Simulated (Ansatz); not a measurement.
Cu on the 1x1 (10-10) surface of wurtzite AlN (cut with top plane Al + N), one in a 2x1 cell, energies for each (31.4 Å²). Energies are against an atom of fcc Cu, without zero-point or thermal terms; each row is named by its start (#2, #3: further inequivalent places of a kind). No converged result for: 2 more starts.

Host crystal: wurtzite AlN, with a band gap (PBE, scalar-relativistic without spin-orbit coupling).

These are PBE (plane waves to 420 eV, PAW; Ansatz, an electronic-structure program) values and carry that method's errors.

Model: 33-atom slab, 8.9 Å thick at the start under the adsorbate (thin: gaps and levels are the slab's own), 3x4x1 mesh, Fermi-Dirac 0.01 eV, dipole correction, 16 atoms held, the rest relaxed; each run with such symmetry as its start has; spin-polarised, no spin-orbit, no U, no dispersion correction.

A negative adsorption energy means that the adsorbate is more stable on the surface than in its reference. Starts that drift may end in the same place. Heights count from the host atoms within 0.3 Å of the top one.

```
starting site     E_ads (eV)  height (Å)  nearest host atom (Å)   bonded to  change of the vacuum step (eV)  lateral drift (Å)  moment (μB)
----------------  ----------  ----------  ---------------------  ----------  ------------------------------  -----------------  -----------
top N                   1.78        1.92                 N 1.94      Al + N                      (withheld)                0.5          1.0
top Al #2               1.92        1.32                 N 2.28  3 Al + 2 N                            0.13                0.6          1.0
hollow Al-Al-N-N  (withheld)        1.46                 N 2.14  3 Al + 2 N                            0.21                0.5          1.0
hollow beside Al  (withheld)        1.58                 N 1.92    3 Al + N                           -0.15                0.8          1.0
```

Fill in the missing entries.


- top N, change of the vacuum step (eV): 0.20
- hollow Al-Al-N-N, E_ads (eV): 1.75
- hollow beside Al, E_ads (eV): 1.33
